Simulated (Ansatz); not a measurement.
Results of PBEsol (PAW; Ansatz, a quantum-chemistry and plane-wave program) for ScIr3 (Pm-3m, No. 221, 4 atoms in the cell; start mp-12593).

Numerical settings: plane-wave cutoff 520 eV, 14×14×14 k mesh, Fermi–Dirac smearing 0.05 eV, no spin polarisation, scalar-relativistic PAW data made under PBE.

Cell (relaxed at this level):

```cif
data_Ir3Sc
_chemical_formula_sum 'Sc1 Ir3'
_space_group_name_H-M_alt 'Pm-3m'
_space_group_IT_number 221
_space_group_name_Hall '-P 4 2 3'
_cell_length_a 3.89616
_cell_length_b 3.89616
_cell_length_c 3.89616
_cell_angle_alpha 90.000
_cell_angle_beta 90.000
_cell_angle_gamma 90.000
loop_
_atom_site_label
_atom_site_type_symbol
_atom_site_symmetry_multiplicity
_atom_site_Wyckoff_symbol
_atom_site_fract_x
_atom_site_fract_y
_atom_site_fract_z
_atom_site_occupancy
Sc1 Sc 1 a 0.00000 0.00000 0.00000 1
Ir1 Ir 3 c 0.00000 0.50000 0.50000 1
```

Question: Estimate the bulk modulus B0 that the calculation returns.

Answer: 
- bulk modulus B0 = 272 GPa

Note: the run has no spin polarisation, so it can have missed a magnetic state; the bulk modulus is −V dP/dV from two relaxed cells at ±2 % in volume; the relaxation could not lower the start's symmetry, so the cell can be a saddle point above a distorted one.

Spin–orbit coupling is not included.

Static lattice: no zero-point or thermal effects.

Cost on a shared machine: around 90 core-seconds (rough).

A start named mp-… is a Materials Project structure, which need not be a measured phase.
